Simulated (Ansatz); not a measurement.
An input for Ansatz (PBEsol) and the part of its output that reports the quasi-harmonic study. Lengths are of the primitive cell. 

Ansatz 0.2 input:
```yaml
crystal:
  lattice:
    - [0.0, 2.1070710703, 2.1070710703]
    - [2.1070710703, 0.0, 2.1070710703]
    - [2.1070710703, 2.1070710703, 0.0]
  atoms:
    - { symbol: O, position: [0.0, 0.0, 0.0] }
    - { symbol: Mg, position: [0.5, 0.5, 0.5] }
kpoints:
  mp_grid: { grid: [14, 14, 14] }
hamiltonian:
  xc: pbesol
  pseudopotentials: { kind: paw }
scf:
  occupations: { method: fixed }
phonons:
  method: dfpt
  qmesh: [7, 7, 7]
  temperatures: { t_max: 1000, t_step: 25 }
  thermal_expansion: {}
checkpoint:
  write: run
```

```
--- Thermal expansion: 11 cells in 3 rounds, 0 GPa ---
  no lower state was reached at cell 4
  without vibrations: a 2.98013, b 2.98013, c 2.98013 Å, V 18.7150 Å³, B 157.44 GPa
  at 0 K: a 2.99207, b 2.99207, c 2.99207 Å, V 18.9409 Å³, B 152.64 GPa
  zero-point expansion: a +0.401, b +0.401, c +0.401, V +1.207 %
      T/K        a/Å        b/Å        c/Å       V/Å³ | expansion of a, b, c, V (1e-6/K)   | that of V in the mean from 25 °C | C_P, C_V (J/mol K of the cell) | B_T, B_S (GPa)
     0.00    2.99207    2.99207    2.99207    18.9409 |    0.00    0.00    0.00    0.00 |   16.96 |     0.000     0.000 |   152.64   152.64
   100.00    2.99227    2.99227    2.99227    18.9448 |    2.69    2.69    2.69    8.08 |   24.50 |     8.887     8.876 |   152.32   152.51
   200.00    2.99405    2.99405    2.99405    18.9785 |    8.72    8.72    8.72   26.16 |   31.43 |    28.282    28.047 |   150.28   151.54
   298.15    2.99713    2.99713    2.99713    19.0372 |   11.91   11.91   11.91   35.72 |       - |    38.410    37.767 |   147.47   149.98
   375.00    3.00005    3.00005    3.00005    19.0929 |   13.34   13.34   13.34   40.02 |   38.07 |    42.700    41.698 |   145.07   148.56
   475.00    3.00425    3.00425    3.00425    19.1732 |   14.58   14.58   14.58   43.74 |   40.41 |    46.069    44.581 |   141.80   146.54
   575.00    3.00878    3.00878    3.00878    19.2600 |   15.50   15.50   15.50   46.50 |   42.28 |    48.208    46.213 |   138.41   144.38
   675.00    3.01357    3.01357    3.01357    19.3521 |   16.27   16.27   16.27   48.82 |   43.90 |    49.744    47.214 |   134.90   142.13
   775.00    3.01859    3.01859    3.01859    19.4489 |   16.99   16.99   16.99   50.98 |   45.36 |    50.965    47.868 |   131.28   139.78
   875.00    3.02383    3.02383    3.02383    19.5504 |   17.71   17.71   17.71   53.12 |   46.74 |    52.024    48.316 |   127.55   137.34
   975.00    3.02930    3.02930    3.02930    19.6567 |   18.44   18.44   18.44   55.32 |   48.08 |    53.005    48.636 |   123.71   134.82
  1000.00    3.03070    3.03070    3.03070    19.6840 |   18.63   18.63   18.63   55.89 |   48.41 |    53.245    48.701 |   122.73   134.18
  the static fit leaves 0.001 meV an atom of the energies and, of the stresses, 0.000 GPa of each cell's largest along a strain (root mean squares over the cells), whose Pulay part it has at -0.024 GPa
  vibrations' free energy: its fit leaves 0.0003 meV an atom at the most
  the electrons' free energy at temperature is not in it: every band gap is over 1.03 eV
  free energies summed between the sampled wave vectors
  estimated error of the fitted expansion in any direction: up to 0.026e-6/K, at 825 K (an estimate, not a bound: it was exceeded on models of known expansion)
  by sums over the sampled wave vectors an expansion of the volume parts by up to 0.07e-6/K
  by a static energy of one degree less an expansion of the volume parts by up to 0.08e-6/K
  band gaps on the cells' k-points are 3.804 to 4.908 eV
```

Warnings of the run: thermal_expansion_settings.

Cost: very roughly 5 core-hours.

No phase change or melting is allowed for: the numbers belong to this structure as given.

Ansatz is a quantum-chemistry and plane-wave program.
